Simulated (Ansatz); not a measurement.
Ansatz (a quantum-chemistry and plane-wave program) run on NbTeN (P4/nmm, 6 atoms in the cell): self-consistent single point.

Method: r2SCAN, default PAW files made with PBE (plane waves; Ansatz).

```yaml
crystal:
  lattice:
    - [3.58427, 0.00000, 0.00000]
    - [0.00000, 3.58427, 0.00000]
    - [0.00000, 0.00000, 9.54610]
  atoms:
    - { symbol: Nb, position: [0.50000, 0.00000, 0.11438] }
    - { symbol: Nb, position: [0.00000, 0.50000, 0.88562] }
    - { symbol: Te, position: [0.50000, 0.00000, 0.69863] }
    - { symbol: Te, position: [0.00000, 0.50000, 0.30137] }
    - { symbol: N, position: [0.50000, 0.50000, 0.00000] }
    - { symbol: N, position: [0.00000, 0.00000, 0.00000] }
```

Reference input (self-consistent single point, DFT, r2SCAN, plane waves, default PAW files made with PBE): kpoints.mp_grid.grid = 8 8 3; hamiltonian.xc = r2scan; hamiltonian.pseudopotentials = {kind: paw} (the program's default PAW files); scf.occupations.method = methfessel_paxton; scf.occupations.width = 0.2 eV. This run's input differs from it in these lines:

Ansatz 0.2 input:
```diff
@@ -13,3 +13,3 @@
 kpoints:
-  mp_grid: { grid: [8, 8, 3] }
+  mp_grid: { grid: [22, 22, 9] }
 hamiltonian:
```

The program printed (abridged):

```
SCF iter   1: F=—  HF=-23890.808053 eV  |F-HF|=—  |Δ(HF+E_count)|=         —  Δρ=2.09e-2  dr2=1.59e0  dr2_τ=3.43e-1  ethr=1.77e-3  ⟨swp⟩=5.8  Hψ=60184  notcnv=0
all-band conjugate gradients solve this SCF's bands
preconditioner: auto → LDOS
SCF iter   2: F=—  HF=-23890.853199 eV  |F-HF|=—  |Δ(HF+E_count)|=   4.51e-2  S|Δr|=    0.00e0  Δρ=1.59e-2  dr2=8.59e-1  dr2_τ=1.14e-1  ethr=1.77e-3  ⟨swp⟩=2.5  Hψ=25792  notcnv=0  defer=401
   [... lines left out ...]
SCF iter   6: F=—  HF=-23890.764238 eV  |F-HF|=—  |Δ(HF+E_count)|=   1.63e-5  S|Δr|=    0.00e0  Δρ=6.44e-5  dr2=3.21e-6  dr2_τ=4.24e-7  ethr=5.96e-8  ⟨swp⟩=2.0  Hψ=27716  notcnv=0  defer=400
SCF iter   7: F=—  HF=-23890.764241 eV  |F-HF|=—  |Δ(HF+E_count)|=   2.56e-6  S|Δr|=    0.00e0  Δρ=1.61e-5  dr2=3.47e-7  dr2_τ=3.87e-8  ethr=4.72e-9  ⟨swp⟩=2.0  Hψ=28068  notcnv=0  defer=400
SCF iter   8: F=-23890.764241 eV  HF=-23890.764241 eV  |F-HF|=5.88e-9  |Δ(HF+E_count)|=   1.85e-7  S|Δr|=    0.00e0  Δρ=2.68e-6  dr2=6.08e-9  dr2_τ=1.01e-9  ethr=1.47e-10  ⟨swp⟩=11.5  Hψ=68202  notcnv=0
SCF 1 converged in 8 iterations: F = -23890.764241 eV  dr2 = 6.08e-9
Stability not checked (fill_not_monotonic)
Free energy (F): -23890.764241 eV
Internal energy: -23890.757452 eV  (E = F + TS)
E sigma→0 (E₀):  -23890.762544 eV
Entropy (-TS):   -0.006789 eV (-1.132 meV/atom)
Fermi energy:    11.085169 eV
--- Forces (eV/Å), atoms counted from 1 ---
  atom   1  Nb     0.00000000     0.00000000    -0.57849419
  atom   2  Nb     0.00000000     0.00000000     0.57849419
  atom   3  Te    -0.00000000     0.00000000     0.13572228
  atom   4  Te    -0.00000000     0.00000000    -0.13572228
  atom   5  N      0.00000000     0.00000000     0.00000000
  atom   6  N      0.00000000     0.00000000    -0.00000000
--- Stress (GPa, compression-positive) ---
       -3.017259       0.000000       0.000000
        0.000000      -3.017259       0.000000
        0.000000       0.000000      -3.117574
  P = ⅓ Tr σ = -3.0507 GPa (-30.507 kbar)
  The stress holds the Pulay correction. Without it, at fixed plane waves, as pw.x and ABINIT print it: P = -3.0977 GPa
```

The run converged in 8 iterations. Against the reference run the free energy rises by 3.5 meV/atom, the pressure hardly changes (-3.14 to -3.05 GPa) and the largest force goes from 0.655 to 0.578 eV/Å.

The starting cell comes from a database of computed structures (which also holds hypothetical and non-ambient phases and stackings), without a prior relaxation at this level. Spin-orbit coupling is off. Spin polarisation is off. With a pressure of about -3 GPa the cell is away from its equilibrium volume at this level. Ansatz's pressure includes its estimate of the finite-basis (Pulay) stress.

Cost on one core of a shared machine: roughly 4 min.
